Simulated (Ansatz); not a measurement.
The cell is made up: elements placed on another compound's structure type, so the phase may be hypothetical.

Tunnelling through a barrier is set by its complex band structure: the current falls as exp(−2κd) with the smallest κ.

Given:

```yaml
crystal:
  lattice:
    - [4.94230, 0.00000, -0.00003]
    - [0.00000, 6.98943, 0.00000]
    - [-2.47114, 0.00000, 1.42673]
  atoms:
    - { symbol: Al, position: [0.33336, 0.50000, 0.66673] }
    - { symbol: Al, position: [0.00000, 0.83333, 0.66664] }
    - { symbol: Al, position: [0.66664, 0.16667, 0.66664] }
    - { symbol: N, position: [0.33332, 0.00000, 0.66665] }
    - { symbol: N, position: [0.00000, 0.33333, 0.66668] }
    - { symbol: N, position: [0.66668, 0.66667, 0.66668] }
```

Space group of this cell: Fm-3m, rock salt. The cell was relaxed by PBE-D3(BJ).

Transport runs along the normal of the first two printed cell vectors.

The gap is the functional's own. No spin-orbit coupling. Mid-gap values are interpolated on the energy grid.

### Question
Predict the band gap and the smallest decay constant κ at mid-gap from r2SCAN (Ansatz, an electronic-structure program).

### Answer
Gap 5.54 eV on a 20×6×20 mesh; κ = 0.305 1/Å, at the zone centre.
